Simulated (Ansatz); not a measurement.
The reference is Ti in the hcp (Mg type) structure (space group P6_3/mmc, No. 194; a = 2.936 Å, c = 4.636 Å). Axes: x lies along a and z along c of the hexagonal cell.

Computed with r2SCAN/PAW in Ansatz (an electronic-structure program), spin-orbit coupling left out.

For the base:

- Shortest interatomic distance = 2.872 Å
- Pressure = 0.0 GPa

The change: the cell is compressed by 1.63 % along z with no lateral relaxation, atoms relaxed at fixed cell.

Predict the new energy relative to the base, shortest interatomic distance and pressure.

The energy grows by 2.9 meV/atom; the shortest interatomic distance decreases by 0.0304 Å, from 2.872 Å to 2.841 Å; the pressure (mean of the normal stresses, compression positive) goes from zero to 2.0 GPa.

Without a gap, meshes like the base's 18×18×10 leave anisotropic stresses uncertain by several tenths of a GPa, and small strain energies with them. The cells carry an imposed strain or load. Whether these cells are dynamically stable was not tested. The final runs are not spin-polarised.
